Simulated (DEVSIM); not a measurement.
illuminated Si p-on-n cell, one wavelength, with a back-surface field

Structure: illuminated Si p-on-n cell, one wavelength, with a back-surface field, at 300 K.

```csv
layer (left to right),material,thickness (μm),Nd (cm⁻³),Na (cm⁻³),τn (s),τp (s),absorption coefficient (cm⁻¹)
1,Si,0.0660,-,8.4e17,1.8e-7,1.8e-8,24000
2,Si,200,4.4e16,-,8e-7,8e-7,24000
3,Si,1.80,1.6e18,-,8e-7,8e-7,24000
```

Left contact: ohmic, minority electron recombination velocity 30 cm/s. Right contact: ohmic, minority hole recombination velocity 20000 cm/s. Voltage is applied to the left contact. Recombination: SRH at mid-gap, radiative, Auger. Light enters at the left, 5.1e16 photons cm⁻² s⁻¹, one pass, no reflection. Mobility is μmin + (μ − μmin)/(1 + (N/Nref)^α).

The device is made up for the run: typed textbook-type constants, with dimensions and the other settings drawn at random. Values at 300 K.

| parameter | Si |
|---|---|
| gap (eV) | 1.124 |
| affinity (eV) | 4.05 |
| permittivity | 11.7 |
| Nc (cm⁻³) | 2.86e19 |
| Nv (cm⁻³) | 3.1e19 |
| μn (cm²/Vs) | 1417 |
| μp (cm²/Vs) | 470 |
| μn,min | 52 |
| μp,min | 45 |
| Nref,n | 9.7e16 |
| Nref,p | 2.2e17 |
| αn | 0.68 |
| αp | 0.72 |
| B (cm³/s) | 4.7e-15 |
| Cn (cm⁶/s) | 2.8e-31 |
| Cp (cm⁶/s) | 9.9e-32 |

DEVSIM, 1D drift-diffusion, Boltzmann statistics, complete ionisation; no tunnelling, impact ionisation, image-force lowering or self-heating.

```
Item                                                       Value
---------------------------------------------------  -----------
Potential step across the device at zero bias            0.956 V
Dark forward voltage at 1 A/cm²                          0.709 V
Dark forward voltage at 100 A/cm²                        1.020 V
Short-circuit current                                8.09 mA/cm²
Open-circuit voltage                                     0.579 V
Fill factor                                                 0.82
Largest power                                        3.84 mW/cm²
Share of generated pairs collected at short circuit        0.990
```

Dark forward current:

| V (V) | J (A/cm²) |
|---|---|
| 0.05 | 2.4e-9 |
| 0.10 | 8.4e-9 |
| 0.15 | 2.5e-8 |
| 0.20 | 7.3e-8 |
| 0.25 | 2.2e-7 |
| 0.35 | 2.6e-6 |
| 0.40 | 1.2e-5 |
| 0.45 | 6.6e-5 |
| 0.50 | 0.00040 |
| 0.55 | 0.0026 |
| 0.60 | 0.018 |
| 0.65 | 0.12 |
| 0.70 | 0.76 |
| 0.75 | 3.6 |
| 0.85 | 22 |
| 0.90 | 37 |
| 0.95 | 58 |
| 1.00 | 86 |
| 1.05 | 120 |
| 1.10 | 180 |
| 1.15 | 280 |
| 1.20 | 410 |
| 1.25 | 600 |
| 1.35 | 1100 |
| 1.40 | 1300 |
| 1.45 | 1600 |
| 1.50 | 1900 |
| 1.55 | 2300 |

Small-signal capacitance in reverse bias (quasi-static):

| V (V) | C (nF/cm²) |
|---|---|
| -0.04 | 64.0 |
| -0.1 | 61.8 |
| -0.2 | 58.6 |
| -0.3 | 55.9 |
| -0.4 | 53.5 |
| -0.6 | 49.6 |
| -0.8 | 46.4 |
| -1 | 43.8 |
| -1.3 | 40.5 |
| -1.6 | 37.9 |
| -2 | 35.1 |
